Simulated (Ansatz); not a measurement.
Worked example: self-consistent single point of MgNiF₆ (R3, 8 atoms in the cell) in Ansatz (an electronic-structure program).

Level of theory: PBEsol, default PAW files made with PBE (plane waves; Ansatz).

The change in words: lattice scaled by 0.98; kpoints.mp_grid.grid: 7 7 7 → 3 3 3. Reference geometry:
```yaml
crystal:
  lattice:
    - [2.41348, 1.39342, 4.37887]
    - [-2.41348, 1.39342, 4.37887]
    - [0.00000, -2.78685, 4.37887]
  atoms:
    - { symbol: Mg, position: [0.50381, 0.50381, 0.50381] }
    - { symbol: Ni, position: [0.00000, 0.00000, 0.00000] }
    - { symbol: F, position: [0.37297, 0.76937, 0.09415] }
    - { symbol: F, position: [0.62703, 0.23063, 0.90585] }
    - { symbol: F, position: [0.09415, 0.37297, 0.76937] }
    - { symbol: F, position: [0.90585, 0.62703, 0.23063] }
    - { symbol: F, position: [0.76937, 0.09415, 0.37297] }
    - { symbol: F, position: [0.23063, 0.90585, 0.62703] }
```

Reference input (self-consistent single point, DFT, PBEsol, plane waves, default PAW files made with PBE): basis.ecutwfc = 420 eV; kpoints.mp_grid.grid = 7 7 7; hamiltonian.xc = pbesol; hamiltonian.pseudopotentials = {kind: paw} (the program's default PAW files); scf.occupations.method = gaussian; scf.occupations.width = 0.1 eV. This run's input differs from it in these lines:

Ansatz 0.2 input:
```diff
@@ -2,5 +2,5 @@
   lattice:
-    - [2.41348200, 1.39342400, 4.37886500]
-    - [-2.41348200, 1.39342400, 4.37886500]
-    - [0.00000000, -2.78684900, 4.37886500]
+    - [2.36521200, 1.36555600, 4.29128800]
+    - [-2.36521200, 1.36555600, 4.29128800]
+    - [0.00000000, -2.73111200, 4.29128800]
   atoms:
@@ -17,3 +17,3 @@
 kpoints:
-  mp_grid: { grid: [7, 7, 7] }
+  mp_grid: { grid: [3, 3, 3] }
 hamiltonian:
```

Output, abridged:

```
SCF iter   1: F=—  HF=-12520.501067 eV  |F-HF|=—  |Δ(HF+E_count)|=         —  Δρ=1.60e-2  dr2=1.16e-1  ethr=1.77e-3  ⟨swp⟩=5.8  Hψ=1016  notcnv=0  defer=1
all-band conjugate gradients solve this SCF's bands
preconditioner: auto → Resta (q_TF=auto, 2.651 Å⁻¹)
SCF iter   2: F=—  HF=-12520.461847 eV  |F-HF|=—  |Δ(HF+E_count)|=   3.92e-2  Δρ=4.14e-3  dr2=8.53e-3  ethr=1.65e-4  ⟨swp⟩=2.0  Hψ=494  notcnv=0  defer=19
   [... lines left out ...]
SCF iter   6: F=—  HF=-12520.461090 eV  |F-HF|=—  |Δ(HF+E_count)|=   4.80e-6  Δρ=1.10e-4  dr2=6.66e-6  ethr=1.18e-7  ⟨swp⟩=3.0  Hψ=362  notcnv=0  defer=19
SCF iter   7: F=—  HF=-12520.461089 eV  |F-HF|=—  |Δ(HF+E_count)|=   2.73e-7  Δρ=6.27e-5  dr2=2.13e-6  ethr=9.51e-9  ⟨swp⟩=2.2  Hψ=380  notcnv=0  defer=19
SCF iter   8: F=—  HF=-12520.461089 eV  |F-HF|=—  |Δ(HF+E_count)|=   2.42e-7  Δρ=2.62e-5  dr2=4.16e-7  ethr=3.04e-9  ⟨swp⟩=2.2  Hψ=367  notcnv=0  defer=19
SCF iter   9: F=-12520.461089 eV  HF=-12520.461089 eV  |F-HF|=2.11e-9  |Δ(HF+E_count)|=   2.19e-8  Δρ=2.36e-6  dr2=4.20e-9  ethr=1.43e-10  ⟨swp⟩=9.2  Hψ=1196  notcnv=0
SCF 1 converged in 9 iterations: F = -12520.461089 eV  dr2 = 4.20e-9
Free energy (F): -12520.461089 eV
Internal energy: -12520.461089 eV  (E = F + TS)
E sigma→0 (E₀):  -12520.461089 eV
Fermi energy:    4.004530 eV
--- Forces (eV/Å), atoms counted from 1 ---
  atom   1  Mg     0.00000000    -0.00000000    -0.48867154
  atom   2  Ni    -0.00000000     0.00000000     0.23418644
  atom   3  F      0.35698835     0.06114049     0.24909641
  atom   4  F     -0.28738153    -0.22565844    -0.16426399
  atom   5  F     -0.23144340     0.27859073     0.24909641
  atom   6  F      0.33911671    -0.13605048    -0.16426399
  atom   7  F     -0.12554495    -0.33973123     0.24909641
  atom   8  F     -0.05173518     0.36170893    -0.16426399
--- Stress (GPa, compression-positive) ---
        7.543954       0.000001      -0.000000
       -0.000001       7.543954       0.000000
       -0.000000       0.000000       7.335726
  P = ⅓ Tr σ = 7.4745 GPa (74.745 kbar)
  The stress holds the Pulay correction. Without it, at fixed plane waves, as pw.x and ABINIT print it: P = 6.4856 GPa
```

The run converged in 9 iterations. Against the reference run the free energy goes up by 13.0 meV/atom, the pressure goes from -0.64 to 7.47 GPa, the largest force goes from 0.387 to 0.489 eV/Å and the gap on the mesh goes from 1.371 to 1.667 eV.

The starting cell comes from a database of computed structures (which also holds hypothetical and non-ambient phases and stackings), without a prior relaxation at this level. Its lattice was rescaled by up to half a per cent. One atom was moved a little off its site on purpose. For this run, on top of that: lattice scaled by 0.98. With a pressure of about 7 GPa the cell is away from its equilibrium volume at this level. Ansatz's pressure includes its estimate of the finite-basis (Pulay) stress. Without the estimate this run gives 6.49 GPa. Another mesh or the band path of this cell gives a smaller gap, so this value is not converged in the mesh.
